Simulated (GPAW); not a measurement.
Checking a run of GPAW on SrPd2 (Fd-3m, 6 atoms in the cell). The aim is a self-consistent single point with DFT PBEsol, plane waves, GPAW PAW datasets PBEsol (made by gpaw-setup).

Cell that was meant: a = 5.5338 Å, b = 5.5338 Å, c = 5.5338 Å, α = 60.00°, β = 60.00°, γ = 60.00°.

Part of the input:

```python
            occupations=FermiDirac(0.1),
            nbands=-14,
            symmetry={'symmorphic': False, 'tolerance': 0.0005},
            charge=-1,
            maxiter=120,
            txt='-')
```

Output (repeated stretches shortened):

```
Input parameters:
  charge: -1
  kpts: [5 5 5]
  maxiter: 120
  mode: {ecut: 600.0,
         name: pw}
  nbands: -14
   [... lines left out ...]
   5 Pd     2.934750    4.891250    2.934750    ( 0.0000,  0.0000,  0.0000)

Unit cell:
           periodic     x           y           z      points  spacing
  1. axis:    yes    0.000000    3.913000    3.913000    32     0.1412
  2. axis:    yes    3.913000    0.000000    3.913000    32     0.1412
  3. axis:    yes    3.913000    3.913000    0.000000    32     0.1412

  Lengths:   5.533818   5.533818   5.533818
  Angles:   60.000000  60.000000  60.000000

Effective grid spacing dv^(1/3) = 0.1541
     iter     time        total  log10-change:
                         energy   eigst   dens
iter:   1 --:--:--   -29.253527
iter:   2 --:--:--   -24.001336   -0.63  -0.99
iter:   3 --:--:--   -18.337100   -0.32  -1.10
iter:   4 --:--:--   -17.954205   -1.97  -1.67
iter:   5 --:--:--   -18.209298   -1.26  -1.70
   [... 2 lines left out ...]
iter:   8 --:--:--   -18.192347   -2.57  -1.63
iter:   9 --:--:--   -17.640165   -1.07  -1.76
iter:  10 --:--:--   -17.473300   -2.55  -2.05
iter:  11 --:--:--   -17.497061   -2.89  -2.71
iter:  12 --:--:--   -17.505480c  -3.62  -2.44
iter:  13 --:--:--   -17.474541c  -2.89  -2.39
iter:  14 --:--:--   -17.476206c  -4.01  -2.77
iter:  15 --:--:--   -17.470456c  -4.08  -2.69
iter:  16 --:--:--   -17.470120c  -4.50  -3.18
   [... 2 lines left out ...]
iter:  19 --:--:--   -17.470537c  -4.66  -3.69
iter:  20 --:--:--   -17.470282c  -5.42  -3.49
iter:  21 --:--:--   -17.470581c  -4.37  -3.88
iter:  22 --:--:--   -17.470147c  -4.63  -3.27
iter:  23 --:--:--   -17.470163c  -5.98  -4.06c
iter:  24 --:--:--   -17.470123c  -5.54  -4.16c
iter:  25 --:--:--   -17.470120c  -6.36  -3.84
iter:  26 --:--:--   -17.470119c  -7.74c -4.18c
Converged after 26 iterations.

Dipole moment: (-12.495808, -12.495808, -12.495808) |e|*Ang

Energy contributions relative to reference atoms: (reference = -721531.572033)

Kinetic:        +40.948195
Potential:      -31.762698
External:        +0.000000
XC:             -25.241290
Entropy (-ST):   -0.118334
Local:           -1.355159
SIC:             +0.000000
--------------------------
Free energy:    -17.529286
Extrapolated:   -17.470119

Showing only first 2 kpts
 Kpt  Band  Eigenvalues  Occupancy
  0    40      8.25228    1.64345
  0    41      8.53102    0.44216
  0    42      8.53102    0.44216
  0    43      9.11663    0.00162

  1    40      7.56630    1.99954
  1    41      8.07461    1.92918
  1    42      8.60310    0.24260
  1    43      9.34136    0.00017

   [... lines left out ...]
Fermi level: 8.40509
No gap
   [... lines left out ...]
  1 Sr   -0.00000    0.00000    0.00000
  2 Pd    0.00000    0.00000    0.00000
  3 Pd   -0.00000    0.00000    0.00000
  4 Pd    0.00000    0.00000    0.00000
  5 Pd    0.00000    0.00000    0.00000

Stress tensor:
    -0.097208    -0.000000     0.000000
    -0.000000    -0.097208     0.000000
     0.000000     0.000000    -0.097208
Stress (GPa, Voigt): [-15.5745 -15.5745 -15.5745   0.       0.      -0.    ]
```

Q: Can these results be used? Check the input.

A: The run is not sound. The fault is an unintended net charge. A charged periodic cell changes the electron count and is neutralised by a uniform background, so energy, forces and pressure belong to another system. To fix it, remove the charge. The run converged in 26 iterations without an error; against the sound input the pressure goes from -1.29 to 15.57 GPa.

The sound input it was made from differs as follows (other fixes are possible):
```diff
-            charge=-1,
```

With that input, the run converged in 23 iterations: free energy E − TS (from the program's reference atoms) -25.8304 eV; Fermi level (on the code's own zero) 8.19 eV; pressure -1.29 GPa (DFT PBEsol, plane waves, GPAW PAW datasets PBEsol (made by gpaw-setup)).

On the sound input: the starting cell comes from a database of published, mostly measured structures (it also holds non-ambient and calculated ones), without a prior relaxation at this level. Spin polarisation is off.
